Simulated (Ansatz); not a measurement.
**A computed series for V3Si: pressure series**

The reference is V$_{3}$Si in the A15 (Cr3Si type) structure (space group Pm-3n, No. 223; a = 4.701 Å).

Cell and atoms are relaxed at each pressure.

Computed with PBE (Ansatz, a quantum-chemistry and plane-wave program), no spin-orbit coupling.

```csv
pressure (GPa),volume per atom (Å³/atom)
-2,13.126
-1,13.055
0,12.988
1.8,12.869
4.2,?
9,12.442
18,11.991
30,11.492
60,10.559
```

Fit the third-order Birch–Murnaghan form P(V) = (3B₀/2)[(V₀/V)^(7/3) − (V₀/V)^(5/3)]·[1 + (3/4)(B₀′ − 4)((V₀/V)^(2/3) − 1)] (squares taken in P) to the rows shown and predict the withheld row.

Least squares on the printed values gives V₀ = 12.987 Å³/atom, B₀ = 193 GPa, B₀′ = 3.9; this predicts 12.719 Å³/atom, and the run gives 12.718 Å³/atom, in agreement.

Measured bulk modulus of V3Si: 171 GPa (room temperature; as listed in Z. W. Lu, Barry M. Klein, Physical Review Letters (1997)); the computed value is for a static lattice, so the two differ by thermal effects too.

Load acts through the strain it causes; cell and atoms are relaxed under it. Stability against distortions was not tested. Competing high-pressure phases were not computed. Seeded moments were not kept for the base. All final runs are without spin polarisation.
